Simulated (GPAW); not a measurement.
**Pressure against volume in rock-salt CaS (space group 225) (GPAW, PBE)**

```yaml
crystal:
  lattice:
    - [0.00000, 2.79441, 2.79441]
    - [2.79441, 0.00000, 2.79441]
    - [2.79441, 2.79441, 0.00000]
  atoms:
    - { symbol: Ca, position: [0.00000, 0.00000, 0.00000] }
    - { symbol: S, position: [0.50000, 0.50000, 0.50000] }
```

Level of theory: PBE, GPAW PAW datasets PBE (gpaw-data 1.0.1) (plane waves; GPAW). Settings: mode = pw; ecut = 585 eV; xc = PBE; kpts = 10 10 10; mesh shift (steps) = 0 0 0; occupations.name = fermi-dirac; occupations.width = 0.01 eV; nbands = -6; convergence.density = 1e-05 e/electron; convergence.energy = 1e-05 eV/electron; convergence.bands = -4; symmetry.symmorphic = false; symmetry.tolerance = 0.0005; maxiter = 150. The cell above is the first row's. The rows scale it uniformly. In all rows fractional positions and the k mesh are held.

```
V (Å^3/atom)  P (GPa)
------------  -------
21.821              ?
22.295           2.99
22.770           1.59
23.244           0.33
23.718          -0.80
24.193          -1.82
24.667          -2.74
25.141          -3.56
25.616          -4.31
```

Problem. Fit P against V with a cubic, and predict the withheld value at V = 21.821.

Solution. With u = V - 24.0, the rows have u = -1.7050, -1.2300, -0.7560, -0.2820, 0.1930, 0.6670, 1.1410, 1.6160. Least squares gives P = -1.420 - 2.1253·u + 0.2387·u² - 0.01860·u³. Residuals (row less fit): 0.000, 0.000, -0.001, 0.001, 0.001, -0.003, 0.002, 0.000; standard error 0.002 (degrees of freedom: 4). The fitted pressure is zero at V0 = 23.38, where dP/dV = -2.444, so B0 = -V0·dP/dV = 57.1 GPa. At the withheld row, u = -2.1790, so P = -1.420 - 2.1253 × (-2.1790) + 0.2387 × (-2.1790)² - 0.01860 × (-2.1790)³ = 4.537 GPa. The calculation gives 4.54 GPa, which the fit meets to the printed digits. The row lies outside the fitted rows, so this is an extrapolation. From the scatter of the fitted rows alone, a prediction at this place has a standard error of 0.006 GPa, so the miss is 0.5 times that.

Carrying the step between the two nearest rows on in a straight line would have given 4.39, off by 0.15; series whose last step already gives the withheld value aren't shown. The scan was laid around a cell of about the measured size, scaled by a guess for this functional. The runs keep the symmetry of the cell, so they don't test it for distortions. Cutoffs and mesh are single choices, not tested for convergence of this quantity. Series with a scatter that would blur these digits, or in which a gap closes, are not shown.
